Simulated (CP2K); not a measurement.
Troubleshooting CP2K: a failed run on LiHg (Pm-3m, 2 atoms in the cell). The aim is a self-consistent single point with DFT LDA (Pade form), GPW, DZVP-MOLOPT-SR-GTH basis, GTH-PADE potentials (GTH_POTENTIALS).

This input was run:

```
&GLOBAL
  PROJECT bulk
  RUN_TYPE ENERGY_FORCE
  PRINT_LEVEL LOW
&END GLOBAL
&FORCE_EVAL
  METHOD Quickstep
  STRESS_TENSOR ANALYTICAL
  &DFT
    BASIS_SET_FILE_NAME BASIS_MOLOPT
    POTENTIAL_FILE_NAME GTH_POTENTIALS
    &QS
      METHOD GPW
      EPS_DEFAULT 1E-10
    &END QS
    &MGRID
      CUTOFF 500
      RELCUTOFF 40
      NGRIDS 5
    &END MGRID
    &SCF
      SCF_GUESS ATOMIC
      EPS_SCF 1E-7
      MAX_SCF 100
      ADDED_MOS 4
      &DIAGONALIZATION
        ALGORITHM STANDARD
      &END DIAGONALIZATION
      &MIXING
        METHOD BROYDEN_MIXING
        ALPHA 0.2
        NBUFFER 12
        BETA 1.5
      &END MIXING
      &SMEAR ON
        METHOD MARZARI_VANDERBILT
        SIGMA [eV] 0.272
      &END SMEAR
    &END SCF
    &KPOINTS
      SCHEME MONKHORST-PACK 7 7 7
    &END KPOINTS
    &XC
      &XC_FUNCTIONAL PADE
      &END XC_FUNCTIONAL
    &END XC
    &PRINT
      &MO
        EIGENVALUES T
        OCCUPATION_NUMBERS T
        NDIGITS 8
        FILENAME mo
        &EACH
          QS_SCF 0
        &END EACH
        ADD_LAST NUMERIC
      &END MO
      &MULLIKEN OFF
      &END MULLIKEN
    &END PRINT
  &END DFT
  &SUBSYS
    &CELL
      A 3.28700000 0.00000000 0.00000000
      B 0.00000000 3.28700000 0.00000000
      C 0.00000000 0.00000000 3.28700000
      PERIODIC XYZ
    &END CELL
    &COORD
      Li       0.00000000     0.00000000     0.00000000
      Hg       1.64350000     1.64350000     1.64350000
    &END COORD
    &KIND Li
      BASIS_SET DZVP-MOLOPT-SR-GTH-q3
      POTENTIAL GTH-PADE-q3
    &END KIND
    &KIND Hg
      BASIS_SET DZVP-MOLOPT-SR-GTH-q12
      POTENTIAL GTH-PADE-q12
    &END KIND
  &END SUBSYS
  &PRINT
    &FORCES ON
    &END FORCES
    &STRESS_TENSOR ON
    &END STRESS_TENSOR
  &END PRINT
&END FORCE_EVAL
```

Output, abridged:

```
 Possible matches for unknown keyword

 RELCUTOFF

   keyword REL_CUTOFF in section %__ROOT__%FORCE_EVAL%DFT%MGRID score:  109
   keyword REL_CUTOFF in section %__ROOT__%FORCE_EVAL%PROPERTIES%TDDFPT%MGRID score:  109
   keyword REL_CUTOFF in section %__ROOT__%FORCE_EVAL%PROPERTIES%RIXS%TDDFPT%MGRID score:  109
   keyword CUTOFF in section %__ROOT__%FORCE_EVAL%DFT%MGRID score:  107
   keyword CUTOFF in section %__ROOT__%FORCE_EVAL%PROPERTIES%TDDFPT%MGRID score:  107

 *******************************************************************************
 *   ___                                                                       *
 *  /   \                                                                      *
 * [ABORT]                                                                     *
 *  \___/           found an unknown keyword RELCUTOFF in section MGRID        *
 *    |                                                                        *
 *  O/|                                                                        *
 * /| |                                                                        *
 * / \                                               input/input_parsing.F:253 *
 *******************************************************************************

 ===== Routine Calling Stack =====

            5 section_vals_parse
            4 section_vals_parse
            3 section_vals_parse
            2 section_vals_parse
            1 read_input
Abort(1) on node 0 (rank 0 in comm 0): application called MPI_Abort(MPI_COMM_WORLD, 1) - process 0
```

Question: Read the log: what does the program object to, and what is the fix?

Answer: The fault is a keyword that the program does not know. The program does not know a key of this name. To fix it, use the program's own name for the key. The program stopped before any SCF iteration.

An input that runs soundly differs in these lines (not the only fix; some lines may just follow from the change or write a value another way):
```diff
-      RELCUTOFF 40
+      REL_CUTOFF 40
```

With that input, the run converged in 18 iterations: free energy E − TS -1321.7985 eV; Fermi level (on the code's own zero) 5.84 eV; pressure -3.17 GPa (DFT LDA (Pade form), GPW, DZVP-MOLOPT-SR-GTH basis, GTH-PADE potentials (GTH_POTENTIALS)).

On the sound input: the starting cell comes from a database of published, mostly measured structures (it also holds non-ambient and calculated ones), without a prior relaxation at this level. Values carry the incompleteness of an atom-centred basis. With a pressure of about -3 GPa the cell is away from its equilibrium volume at this level.
